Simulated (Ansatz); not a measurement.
Sn with two functionals, biaxial strain +1.04 %, plane normal [001], relaxed out of plane

Consider Sn (space group I4_1/amd, No. 141; a = 5.950 Å, c = 3.214 Å; relaxed with 0.1 eV smearing). Axes: x, y, z lie along a, b, c of the conventional cell.

(Cell as relaxed with PBE.)

Levels (all Ansatz, an electronic-structure program, PAW, earlier PAW set): PBE (420 eV, no spin-orbit coupling); r2SCAN (500 eV, no SOC).

Each level relaxes its own structure.

```csv
base,PBE,r2SCAN
volume per atom,28.44 Å³,27.63 Å³
lattice parameter a,5.950 Å,5.888 Å
band gap,zero,zero
```

Modification: biaxial strain +1.04 %, plane normal [001], relaxed out of plane (Cartesian); in-plane vectors clamped, the third vector and the atoms free.

| quantity | PBE | r2SCAN |
|---|---|---|
| ratio −ε⊥/ε∥ | 0.82 | ___ |
| mean in-plane stress (compression positive) | -0.9 GPa | ___ |
| shortest interatomic distance | 3.109 Å | ___ |

Q: What does r2SCAN give?

A: 
- ratio −ε⊥/ε∥, r2SCAN: 0.62
- mean in-plane stress (compression positive), r2SCAN: -1.1 GPa
- shortest interatomic distance, r2SCAN: 3.078 Å

PBE's ratio −ε⊥/ε∥ lies 0.20 above r2SCAN's; PBE's in-plane stress lies 0.2 GPa above r2SCAN's; PBE's shortest interatomic distance lies 0.031 Å above r2SCAN's (1.0 %). Neither level is exact; r2SCAN is the comparison here, not a measurement.

A biaxial case was relaxed in a doubled cell and then solved in the primitive one. No phonon test of stability was made.
